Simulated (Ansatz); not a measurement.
Pt: response to strain

Base system: Pt in the fcc (Cu type) structure (space group Fm-3m, No. 225; relaxed with 0.1 eV smearing).

```yaml
crystal:
  lattice:
    - [0.00000, 1.94769, 1.94769]
    - [1.94769, 0.00000, 1.94769]
    - [1.94769, 1.94769, 0.00000]
  atoms:
    - { symbol: Pt, position: [0.00000, 0.00000, 0.00000] }
```

Cartesian axes are those of the cell as printed.

Strains are applied to the cell and any free atomic positions relax; under biaxial strain the out-of-plane vector relaxes too.

The values are results of Kohn–Sham DFT with the LDA functional, run in Ansatz (an electronic-structure program) with PAW and 420 eV plane waves, spin-orbit coupling left out, not measurements.

Notes on the quantities. energy relative to the base: free energy F.

| change | volume per atom | energy relative to the base |
|---|---|---|
| base | 14.78 Å³ | 0 meV/atom |
| biaxial strain −2.50 %, plane normal [111], relaxed out of plane | 14.47 Å³ | +25 meV/atom |
| biaxial strain −2.08 %, plane normal [111], relaxed out of plane | (withheld) | +17 meV/atom |
| biaxial strain −1.25 %, plane normal [111], relaxed out of plane | 14.62 Å³ | (withheld) |
| biaxial strain −0.83 %, plane normal [111], relaxed out of plane | (withheld) | +2.6 meV/atom |
| biaxial strain +0.42 %, plane normal [111], relaxed out of plane | (withheld) | +0.6 meV/atom |
| biaxial strain +1.25 %, plane normal [111], relaxed out of plane | 14.94 Å³ | +5.3 meV/atom |
| biaxial strain +1.67 %, plane normal [111], relaxed out of plane | 14.99 Å³ | +9.4 meV/atom |
| biaxial strain +2.08 %, plane normal [111], relaxed out of plane | 15.05 Å³ | +14 meV/atom |
| biaxial strain +2.50 %, plane normal [111], relaxed out of plane | 15.11 Å³ | +20 meV/atom |

What belongs in the blanks?


- biaxial strain −2.08 %, plane normal [111], relaxed out of plane, volume per atom: 14.52 Å³
- biaxial strain −1.25 %, plane normal [111], relaxed out of plane, energy relative to the base: +6.0 meV/atom
- biaxial strain −0.83 %, plane normal [111], relaxed out of plane, volume per atom: 14.67 Å³
- biaxial strain +0.42 %, plane normal [111], relaxed out of plane, volume per atom: 14.83 Å³

Stability against distortions was not tested. The final runs are not spin-polarised. Pt lies near a magnetic instability that expansion can trigger; it was not tested.
